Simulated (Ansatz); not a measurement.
**Pressure series in Ge**

Base system: Ge in the diamond structure (space group Fd-3m, No. 227).

```xyz
2
Lattice="0.0000 2.8381 2.8381 2.8381 0.0000 2.8381 2.8381 2.8381 0.0000" Properties=species:S:1:pos:R:3 pbc="T T T"
Ge     2.8381     2.8381     2.8381
Ge     4.2571     4.2571     4.2571
```

Cell and atoms are relaxed at each pressure.

All numbers come from PBEsol, PAW, 420 eV (Ansatz, a program for electronic structure; without spin-orbit coupling), earlier PAW set.

Task: Only one of these has a band gap. Which?
(A) pressure 45 GPa
(B) pressure 9 GPa
(C) pressure −2 GPa

Result: B, pressure 9 GPa. Computed: pressure 9 GPa: 0.33 eV; pressure −2 GPa: zero; pressure 45 GPa: zero

Load acts through the strain it causes; cell and atoms are relaxed under it. Whether these cells are dynamically stable was not tested. Measured, Ge leaves this structure (for the β-tin structure) near 10.6 GPa (room temperature; as listed in arXiv:1906.07825). A zero or small gap of Ge can be the functional's error rather than a property of the material.
